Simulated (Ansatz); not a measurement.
BP under load (space group I-4m2), r2SCAN with spin-orbit coupling, rigid bands (Ansatz, an electronic-structure program). Condition of this run: uniaxial stress along [001] of -4 GPa (compression positive) (the target of the relaxation). Band gap 1.28 eV, N_c = 2.65e19 cm⁻³ and N_v = 1.15e19 cm⁻³ at 300 K, conductivity masses along y (a = (0.00, 2.25, 2.29) Å; b = (2.25, 0.00, 2.29) Å; c = (2.25, 2.25, 0.00) Å) of 0.396 mₑ (electrons) and 0.390 mₑ (holes). Take k_BT = 0.02585 eV.

Question: A film of it is 5 nm thick, with its normal along the direction named. Estimate the confinement energies in an infinite well.

Answer: ħ²π²/(2m t²) = 0.376 eV·nm²/(m/mₑ × t²) gives 38.0 meV for electrons and 38.6 meV for holes, so the gap would widen to about 1.36 eV. Finite barriers and nonparabolic bands lower this, and with several valleys or bands the heaviest mass along the normal sets the lowest level, not this average.

Question: Find the intrinsic carrier density and the intrinsic Fermi level.

Answer: n_i = √(N_c N_v) exp(−E_g/2k_BT) = 1.75e19 × exp(−24.76) = 3.1e8 cm⁻³. The level lies (k_BT/2) ln(N_v/N_c) = -11 meV from mid-gap (positive towards the conduction band). Each 0.1 eV added to the gap lowers n_i by a factor of 6.9.

Question: What built-in voltage has an abrupt junction with N_A = 1e16 and N_D = 1e18 cm⁻³, all dopants ionised?

Answer: V_bi = E_g/e − (k_BT/e) ln(N_c N_v/(N_A N_D)) = 1.28 − 0.02585 × 10.32 = 1.01 V, for the computed gap.

Rigid bands with the computed gap; masses take one relaxation time for all states. Geometry: cell and atoms relaxed with PBEsol.
